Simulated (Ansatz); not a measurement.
Response to strain in Cu

The reference is Cu in the fcc (Cu type) structure (space group Fm-3m, No. 225; a = 3.564 Å; relaxed with 0.1 eV smearing). Axes: x, y, z lie along the cube axes.

Strains are applied to the cell and any free atomic positions relax.

Level of theory: Ansatz (a quantum-chemistry and plane-wave program), PBEsol, PAW, cutoff 420 eV, no spin-orbit coupling.

Notes on the quantities. pressure: mean of the normal stresses, compression positive; energy relative to the base: free energy F.

| change | pressure | energy relative to the base | volume per atom |
|---|---|---|---|
| base | 0.0 GPa | 0 meV/atom | 11.32 Å³ |
| tensor shear ε_xy = +1.43 % | 0.1 GPa | +2.7 meV/atom | 11.31 Å³ |
| tensor shear ε_xy = +0.29 % | 0.0 GPa | +0.1 meV/atom | 11.32 Å³ |
| tensor shear ε_xy = +1.14 % | 0.1 GPa | +1.7 meV/atom | 11.31 Å³ |
| tensor shear ε_xy = +1.71 % | 0.2 GPa | +3.9 meV/atom | 11.31 Å³ |
| tensor shear ε_xy = +2.00 % | 0.3 GPa | +5.4 meV/atom | 11.31 Å³ |
| tensor shear ε_xy = +0.86 % | 0.0 GPa | +1.0 meV/atom | 11.31 Å³ |
| tensor shear ε_xy = +0.57 % | 0.0 GPa | +0.4 meV/atom | 11.32 Å³ |

Stability against distortions was not tested. All final runs are without spin polarisation.
